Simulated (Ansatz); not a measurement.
**Seebeck coefficient of p-type C (P6_3/mmc) against temperature**

C (P6_3/mmc), p-type; conventional cell a = b = 2.4988 Å, c = 4.1609 Å, α = β = 90.00°, γ = 120.00°. All values below come from PBE, rigid bands (plane waves, PAW, scalar-relativistic; Ansatz, an electronic-structure program). Geometry: cell and atoms relaxed with PBEsol. Sums run over bands interpolated from the self-consistent mesh; computed gap 3.29 eV. |S| is the size of the Seebeck coefficient, averaged over directions. The hole density is held at 1e18 cm⁻³, under a fifth of N_v and over ten times the intrinsic density in every row, and the structure is held as it is at all temperatures.

```
T (K)  |S| (μV/K)
-----  ----------
300           471
400           508
500           537
600           561
800           599
1000            ?
```

### Question
Using a straight line in ln T, estimate the missing |S| at T = 1000 from the other rows, showing the fit.

### Answer
With u = ln T - 6.20, the rows have u = -0.49622, -0.20854, 0.01461, 0.19693, 0.48461. Means: u -0.0017220, |S| 535.2. About the means, the sum of products is 73.555 and the sum of squares of u is 0.56355; the slope is their ratio. Least squares gives |S| = 535.4 + 130.5·u. Residuals (row less fit): 0.4, -0.2, -0.3, -0.1, 0.4; standard error 0.4 (degrees of freedom: 3). With one parabolic band N_v grows as T^(3/2), which gives a slope of (3/2)·k_B/e = 129 μV/K; the fit has 130.5. At the withheld row, u = 0.70776, so |S| = 535.4 + 130.5 × 0.70776 = 627.8 μV/K. The calculation gives 630 μV/K, 2.2 μV/K above the prediction (1.4 % of the range of |S| in the table). The row lies outside the fitted rows, so this is an extrapolation. From the scatter of the fitted rows alone, a prediction at this place has a standard error of 0.5 μV/K, so the miss is 4.2 times that.

Series that bend far from this form aren't tabulated. Rigid bands with a gap fixed in temperature, one relaxation time for all states and one kind of carrier; polarons and phonon drag are left out, and so is whether such doping can be reached. Spin-orbit coupling is left out.
